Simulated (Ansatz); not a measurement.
**Effect of x(Bi) = 0.5, 12 atoms, Pm on TaN**

Take TaN (space group P-62m, No. 189; a = 5.200 Å, c = 2.909 Å) as the base.

The other end (x = 1) is TaBi (space group P-62m, No. 189; a hypothetical phase, not in the database extracts checked): 26.94 Å³/atom, gap zero; this end may not be an ambient phase.

Perturbation: Bi replaces 50.0 % of the N, ordered in a cell of 12 atoms (starting symmetry Pm) and fully relaxed.

Method: Ansatz (an electronic-structure program), r2SCAN, PAW, cutoff 500 eV, scalar-relativistic without spin-orbit coupling, earlier PAW set. Γ-centred 8×15×4 mesh, Fermi–Dirac width 0.05 eV, for the changed cell.

The volume per atom increases by 7.05 Å³ (11.36 Å³ → 18.41 Å³) and the band gap stays zero.

Each cell is one ordered arrangement of few atoms, which overstates ordering effects compared with a random alloy. Whether these cells are dynamically stable was not tested. The final runs are not spin-polarised. Under x(Bi) = 0.5, 12 atoms, Pm the cell changed shape so far that it is another structure.
